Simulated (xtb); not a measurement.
xtb 6.7.1, GFN2-xTB: CSc1ccc2c(c1)C(C)(C)c1cc(-c3ccc([Si](C)(C)C)o3)ccc1-2, 52 atoms. The geometry is a generated start, not checked to be a minimum at this level.

```json
{
  "run_flags": "--grad",
  "method": "GFN2-xTB",
  "--acc": "1 (default)",
  "--etemp (K)": "300 (default)",
  "basis_functions": "142",
  "valence_electrons": "134"
}
```

One run each on 1 thread. Values of broydamp tried: 0.02, 0.05, 0.1, 0.2, 0.4 (default), 0.6, 0.8, 1.

Q: Which value of broydamp needs the fewest SCC iterations, and what happens away from it?

A: Fewest SCC iterations, within one of each other: 0.2 with 15, 0.4 (default) with 14, 0.6 with 14, 0.8 with 14. The count rises to 22 at 0.02. All converge to one solution.

```json
[
 {"broydamp": "0.02", "SCC iterations": "22", "end": "same solution"},
 {"broydamp": "0.05", "SCC iterations": "20", "end": "same solution"},
 {"broydamp": "0.1", "SCC iterations": "17", "end": "same solution"},
 {"broydamp": "0.2", "SCC iterations": "15", "end": "same solution"},
 {"broydamp": "0.4 (default)", "SCC iterations": "14", "end": "same solution"},
 {"broydamp": "0.6", "SCC iterations": "14", "end": "same solution"},
 {"broydamp": "0.8", "SCC iterations": "14", "end": "same solution"},
 {"broydamp": "1", "SCC iterations": "17", "end": "same solution"}
]
```
